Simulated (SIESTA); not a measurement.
Convergence study of shifted k-point meshes for Cl (Cm, 4 atoms in the cell)

```yaml
crystal:
  lattice:
    - [2.24672, -3.12936, 0.00000]
    - [2.24672, 3.12936, 0.00000]
    - [0.00000, 0.00000, 8.28478]
  atoms:
    - { symbol: Cl, position: [0.87700, 0.87700, 0.90304] }
    - { symbol: Cl, position: [0.62300, 0.62300, 0.39700] }
    - { symbol: Cl, position: [0.37700, 0.37700, 0.60300] }
    - { symbol: Cl, position: [0.12300, 0.12300, 0.10300] }
```

Level of theory: GGA PBEsol, numerical atomic orbitals DZP, PseudoDojo PBEsol standard norm-conserving potentials (rewritten from UPF to PSML) in SIESTA 5.4.2.

Base settings: XC.functional = GGA; XC.authors = PBEsol; potentials = PseudoDojo PBEsol standard; PAO.BasisSize = DZP; PAO.EnergyShift = 0.005 Ry; MeshCutoff = 300 Ry; kgrid.MonkhorstPack = 7 7 3; OccupationFunction = FD; ElectronicTemperature = 10 meV; MaxSCFIterations = 150.

Only quantities that move along the ladder and can be compared are tabulated.

Core times come from one kind of shared machine, to one figure; runs under 30 s give none.

The starting cell has typed, rounded lattice constants, without a prior relaxation at this level. Its lattice was rescaled by up to half a per cent. One atom was moved a little off its site on purpose. Values carry the incompleteness of an atom-centred basis. In the base run, forces exceed 1 eV/Å.

| kgrid.MonkhorstPack | free energy less the last step's (meV/atom) | pressure (GPa) | largest difference of a force vector from the last step's (eV/Å) | core time / last (rough) |
|---|---|---|---|---|
| 2 2 1 shifted by 0.5 0.5 0.5 | -2.95 | -1.82 | 0.048 | – |
| 3 3 1 shifted by 0.5 0.5 0.5 | 11.88 | -1.32 | 0.103 | – |
| 3 3 2 shifted by 0.5 0.5 0.5 | 0.30 | -1.44 | 0.007 | – |
| 4 4 2 shifted by 0.5 0.5 0.5 | -0.02 | -1.45 | 0.002 | – |
| 5 5 2 shifted by 0.5 0.5 0.5 | -0.04 | -1.45 | 0.001 | – |
| 5 5 3 shifted by 0.5 0.5 0.5 | 0.00 | -1.45 | 0.000 | – |
| 6 6 3 shifted by 0.5 0.5 0.5 | 0.00 | -1.45 | 0.000 | – |
| 7 7 3 shifted by 0.5 0.5 0.5 | 0.00 | -1.45 | 0.000 | – |
| 8 8 4 shifted by 0.5 0.5 0.5 | 0.00 | -1.45 | 0.000 | – |
| 9 9 4 shifted by 0.5 0.5 0.5 | 0.00 | -1.45 | 0.000 | – |
| 10 10 5 shifted by 0.5 0.5 0.5 | 0.00 | -1.45 | 0.000 | – |
| 11 11 5 shifted by 0.5 0.5 0.5 | 0.00 | -1.45 | 0.000 | – |
| 12 12 5 shifted by 0.5 0.5 0.5 | 0.00 | -1.45 | 0.000 | – |
| 13 13 6 shifted by 0.5 0.5 0.5 | 0.00 | -1.45 | 0.000 | – |
| 14 14 7 shifted by 0.5 0.5 0.5 | 0.00 | -1.45 | 0.000 | – |
| 16 16 7 shifted by 0.5 0.5 0.5 | 0.00 | -1.45 | 0.000 | 0.6 |
| 18 18 8 shifted by 0.5 0.5 0.5 | 0.00 | -1.45 | 0.000 | 0.9 |
| 20 20 9 shifted by 0.5 0.5 0.5 | 0.00 | -1.45 | 0.000 | 1 |

Coarsest kgrid.MonkhorstPack that holds the pressure within 0.2 GPa of the last step, with all finer ones: 3 3 1 shifted by 0.5 0.5 0.5; the step before is off by 0.37 GPa.

Coarsest kgrid.MonkhorstPack that holds the forces within 0.02 eV/Å of the last step, with all finer ones: 3 3 2 shifted by 0.5 0.5 0.5; the step before is off by 0.10 eV/Å.

Coarsest kgrid.MonkhorstPack that holds the free energy within 0.5 meV/atom of the last step, with all finer ones: 3 3 2 shifted by 0.5 0.5 0.5; the step before is off by 12 meV/atom.
